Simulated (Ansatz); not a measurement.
Reference: monolayer Bi2Se3, PBE, rigid bands (plane waves, PAW, scalar-relativistic; Ansatz, a first-principles code); axes and stresses refer to this cell.

```xyz
5
Lattice="4.1848 0.0000 0.0000 -2.0924 3.6242 0.0000 0.0000 0.0000 23.1310" Properties=species:S:1:pos:R:3 pbc="T T T"
Bi     0.0000     2.4161     9.6113
Bi     0.0000     0.0000    13.5197
Se     0.0000     0.0000     8.0497
Se     2.0924     1.2081    11.5655
Se     0.0000     2.4161    15.0813
```

hole conductivity mass: 1.00 mₑ
band gap: 0.87 eV
electron conductivity mass: 0.120 mₑ

**Question.** After one change the values are hole conductivity mass 0.51 mₑ; band gap 1.10 eV; electron conductivity mass 0.127 mₑ. What was changed between the two runs?
(A) biaxial strain +1 %
(B) biaxial strain -3 %
(C) biaxial strain -1 %
(D) biaxial strain -2 %

**Answer.** B, biaxial strain -3 %

Masses are for dilute carriers at 300 K, harmonic means over directions unless an axis is named. Spin-orbit coupling is left out unless a row names it; without it the gap and masses of crystals with these elements can be far off. The structure type is held under load, also where the real crystal would transform.
